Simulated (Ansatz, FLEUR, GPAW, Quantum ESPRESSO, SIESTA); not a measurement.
One structure in several programs: TlRh3 (P6_3/mmc, 8 atoms in the cell)

Self-consistent single point.

```
CELL_PARAMETERS angstrom
      5.71197     0.00000     0.00000
     -2.85598     4.94671     0.00000
      0.00000     0.00000     4.57129
ATOMIC_POSITIONS crystal
  Tl 0.66667 0.33333 0.25000
  Tl 0.33333 0.66667 0.75000
  Rh 0.32094 0.16047 0.75000
  Rh 0.67906 0.83953 0.25000
  Rh 0.16047 0.32094 0.25000
  Rh 0.83953 0.67906 0.75000
  Rh 0.83953 0.16047 0.75000
  Rh 0.16047 0.83953 0.25000
```

Shared settings, as Ansatz (a quantum-chemistry and plane-wave program) writes them: kpoints.mp_grid.grid = 5 5 5; scf.occupations.method = fermi_dirac; scf.occupations.width = 0.1 eV. Potentials and cutoffs stand in the table.

```csv
code,model,pressure (GPa),largest force (eV/Å),cutoff
FLEUR,"LDA (Perdew-Zunger), all-electron FLAPW (FLEUR), scalar-relativistic valence",–,0.159,Kmax 4.2 1/bohr
GPAW,"LDA (Perdew-Wang 92), GPAW PAW datasets LDA (gpaw-data 1.0.1)",-13.21,0.169,600 eV
SIESTA,"LDA PW92, numerical atomic orbitals TZP, PseudoDojo LDA standard norm-conserving potentials (rewritten from UPF to PSML)",-15.89,0.209,grid 300 Ry
Ansatz,"LDA (PW92), PAW files made with PBE",-14.14,0.178,default
Quantum ESPRESSO,"LDA (PZ), GBRV 1.5 ultrasoft (LDA) pseudopotentials",-16.03,0.159,40 Ry
```

A dash marks a value that a program does not give, or that is left out as unsure.

On Ansatz's run: spin-orbit coupling is off. Spin polarisation is off.

The spread over the programs that give each value: pressure within 2.82 GPa; largest force within 0.050 eV/Å.

SIESTA uses small atom-centred bases, whose incompleteness enters pressures, forces and empty levels differently from a plane-wave cutoff. FLEUR treats all electrons, but the usual bases taken here (sphere radii, linearisation, local orbitals, empty states) were not tested for convergence, so the values are no reference for the others. Ansatz's pressure is given at a fixed set of plane waves, as the other plane-wave codes print theirs; with its correction for the finite basis it is -14.09 GPa. The same LDA comes in different parametrisations, which differ slightly. In the pressure, SIESTA (by 1.75) and Quantum ESPRESSO (by 1.89) lie more than 1 GPa from the median of the plane-wave programs.

The starting cell comes from a database of computed structures (which also holds hypothetical and non-ambient phases and stackings), without a prior relaxation at this level.

Keys are those of Ansatz 0.2.
